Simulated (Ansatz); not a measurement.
**Response to strain in AlN**

Base system: AlN in the wurtzite structure (space group P6_3mc, No. 186; a = 3.114 Å, c = 4.983 Å). Axes: x lies along a and z along c of the hexagonal cell.

Strains are applied to the cell and any free atomic positions relax; under biaxial strain the out-of-plane vector relaxes too.

Calculations: PBEsol (Ansatz, a program for electronic structure, PAW, no spin-orbit coupling).

Notes on the quantities. in-plane stress: mean in-plane stress (compression positive).

```tsv
variant	in-plane stress	band gap	volume per atom
base	–	4.09 eV	10.46 Å³
biaxial strain −3.00 %, plane normal [001], relaxed out of plane	+15.2 GPa	4.47 eV	10.01 Å³
biaxial strain −2.40 %, plane normal [001], relaxed out of plane	[?]	4.45 eV	10.10 Å³
biaxial strain −1.80 %, plane normal [001], relaxed out of plane	[?]	4.43 eV	10.19 Å³
biaxial strain −1.20 %, plane normal [001], relaxed out of plane	+5.7 GPa	[?]	10.28 Å³
biaxial strain −0.60 %, plane normal [001], relaxed out of plane	+2.8 GPa	4.22 eV	10.37 Å³
```

Problem. What belongs in the blanks?

Solution. 
- biaxial strain −2.40 %, plane normal [001], relaxed out of plane, in-plane stress: +11.9 GPa
- biaxial strain −1.80 %, plane normal [001], relaxed out of plane, in-plane stress: +8.7 GPa
- biaxial strain −1.20 %, plane normal [001], relaxed out of plane, band gap: 4.34 eV

Gaps are Kohn–Sham eigenvalue differences; semilocal functionals usually give less than the measured gap. Whether these cells are dynamically stable was not tested.
